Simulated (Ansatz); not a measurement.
End structure of a constructed model of the (111)B surface of zinc-blende BP, P-terminated, 2x2 B adatom at H3 (bottom of the slab: 3 H on 4 bottom sites):

```
CELL_PARAMETERS angstrom
      6.43241     0.00000     0.00000
     -3.21621     5.57063     0.00000
      0.00000     0.00000    29.50000
ATOMIC_POSITIONS crystal
  B  0.33083 0.16922 0.31575
  B  0.83843 0.16922 0.31581
  B  0.33083 0.66161 0.31575
  B  0.83345 0.66672 0.32960
  P  0.16679 0.33339 0.33842
  P  0.66338 0.32683 0.33730
  P  0.17328 0.83664 0.33729
  P  0.66338 0.83655 0.33730
  B  0.16667 0.33333 0.40520
  B  0.66667 0.33333 0.40520
  B  0.16667 0.83333 0.40520
  B  0.66667 0.83333 0.40520
  P  0.00000 0.00000 0.42746
  P  0.50000 0.00000 0.42746
  P  0.00000 0.50000 0.42746
  P  0.50000 0.50000 0.42746
  B  0.99987 0.99946 0.49402
  B  0.49976 0.99988 0.49417
  B  0.99987 0.50042 0.49402
  B  0.50038 0.50019 0.49495
  P  0.33186 0.16410 0.51666
  P  0.83349 0.16675 0.51582
  P  0.33186 0.66776 0.51666
  P  0.83597 0.66798 0.51675
  B  0.33222 0.16438 0.58370
  B  0.83318 0.16659 0.58214
  B  0.33222 0.66784 0.58370
  B  0.83553 0.66776 0.58375
  P  0.16634 0.33317 0.60411
  P  0.66677 0.33316 0.60415
  P  0.16663 0.83332 0.60932
  P  0.66677 0.83361 0.60415
  B  0.17635 0.33818 0.66957
  B  0.66175 0.33814 0.66960
  B  0.16664 0.83332 0.68263
  B  0.66175 0.82361 0.66960
  P  0.98964 0.01034 0.69505
  P  0.52064 0.01032 0.69507
  P  0.98964 0.47930 0.69505
  P  0.49992 0.49996 0.69675
  H  0.33184 0.16837 0.27479
  H  0.83652 0.16826 0.27485
  H  0.33184 0.66346 0.27479
  B  0.83331 0.16666 0.72834
```

Slab: 44 atoms, 13.3 Å thick at the start with caps and adatoms (thin: gaps and levels are the slab's own); k 4x4x1, smearing 0.025 eV, dipole-corrected; 8 atoms held, the rest relaxed; held to the start's symmetry, so lower structures may exist; no spin, no spin-orbit, no U. In PBE it lies 0.28 eV a 1x1 cell over the lowest computed structure of the same composition (2x2 B adatom at T4).

What gap of the slab on its k-mesh does PBE (Ansatz, a first-principles code) give?

0.45 eV

Predict the highest filled level below the top vacuum level from PBE.

5.09 eV
